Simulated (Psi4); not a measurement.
Psi4 1.11, PBE0/def2-svp: K(Cl) ([Cl][K]), 2 atoms. The geometry is a generated start, not checked to be a minimum at this level.

```json
{
  "task": "energy",
  "method": "pbe0",
  "basis": "def2-svp",
  "memory": "3 GB",
  "maxiter": "100",
  "keys_of_the_molecule_block": "symmetry c1",
  "scf_type": "df (default)",
  "diis_max_vecs": "10 (default)",
  "e_convergence": "1e-06 (default)",
  "d_convergence": "1e-06 (default)",
  "dft_radial_points": "75 (default)",
  "dft_spherical_points": "302 (default)",
  "basis_functions": "42",
  "grid_points": "43837"
}
```

```xyz
2

K     -0.7717    -0.7238    -0.7442
Cl     0.7717     0.7238     0.7442
```

With the defaults (damping_percentage = 0, diis = true, scf_initial_accelerator = adiis, guess = auto, which took SAD, level_shift = 0, level_shift_cutoff = 0.01, soscf = false, soscf_start_convergence = 0.01, diis_start = 1) it converges in 7 SCF iterations. One run each on 2 threads, with these changes:
- guess = huckel
- damping_percentage = 60, diis = false, scf_initial_accelerator = none
- diis_start = 4
- level_shift = 0.1, level_shift_cutoff = 0.001
- damping_percentage = 60
- guess = gwh
- soscf = true
- soscf = true, soscf_start_convergence = 0.1
- soscf = true, soscf_start_convergence = 0.001

Name the settings that don't reach the solution of the defaults.

No convergence: damping_percentage = 60; damping_percentage = 60, diis = false, scf_initial_accelerator = none (the run ends without SCF convergence in 100 iterations). The rest reach the solution of the defaults.

```
setting                                                                SCF iterations  JK calls             end
---------------------------------------------------------------------  --------------  --------  --------------
soscf = true, soscf_start_convergence = 0.1                                         5        16   same solution
soscf = true                                                                        6        17   same solution
soscf = true, soscf_start_convergence = 0.001                                       6        17   same solution
the defaults                                                                        7         8   same solution
level_shift = 0.1, level_shift_cutoff = 0.001                                       7         8   same solution
guess = huckel                                                                      7        18   same solution
guess = gwh                                                                        10        10   same solution
diis_start = 4                                                                     10        11   same solution
damping_percentage = 60                                                           100       101  no convergence
damping_percentage = 60, diis = false, scf_initial_accelerator = none             100       101  no convergence
```

An SOSCF iteration holds several JK calls; a Hückel guess adds calls on atoms.
